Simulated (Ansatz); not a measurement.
Take PbSe in the rock salt structure (space group Fm-3m, No. 225) as the base.

```xyz
2
Lattice="0.0000 3.0890 3.0890 3.0890 0.0000 3.0890 3.0890 3.0890 0.0000" Properties=species:S:1:pos:R:3 pbc="T T T"
Pb     0.0000     0.0000     0.0000
Se     3.0890     3.0890     3.0890
```

Cartesian axes are those of the cell as printed.

All numbers come from r2SCAN in Ansatz (plane waves to 500 eV, PAW, no SOC).

Now apply this change: uniaxial strain ε_zz = +0.50 %, all other strain components held at zero, atoms relaxed at fixed cell.

Problem. Predict the stress tensor and what it implies for the stiffness.

Solution. Stress of the strained cell less that of the base (GPa, compression positive):
```
  -0.07    0.00    0.00
   0.00   -0.07    0.00
   0.00    0.00   -0.62
```

Then −Δσ_ii/ε with ε = 0.0050 gives relaxed-ion elastic constants: C33 ≈ 124 GPa.

No phonon test of stability was made.

Ansatz is a first-principles code.
